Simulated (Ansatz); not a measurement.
The reference is a 64-atom supercell of Rh in the fcc (Cu type) structure (space group Fm-3m, No. 225; a = 3.8000 Å) at its relaxed geometry.

All numbers come from r2SCAN/PAW in Ansatz (a quantum-chemistry and plane-wave program), scalar-relativistic without spin-orbit coupling.

One neutral defect a cell, atoms relaxed at fixed cell.

One change was made to it. Results:

```csv
quantity,base,after
pressure,0.1 GPa,9.2 GPa
largest displacement of a host atom from its site in the perfect cell,–,0.39 Å
```

Name the change that was made.
A) H interstitial (started 1.90 Å from the nearest host atom)
B) S on a Rh site
C) Rh interstitial (started 1.90 Å from the nearest host atom)

C, Rh interstitial (started 1.90 Å from the nearest host atom). For comparison, the pressure in the other runs: S on a Rh site gives 0.8 GPa; H interstitial (started 1.90 Å from the nearest host atom) gives 0.9 GPa.

Neutral defects, no image correction. The final runs are not spin-polarised. An odd electron count without spin: Rh63S and Rh64H.
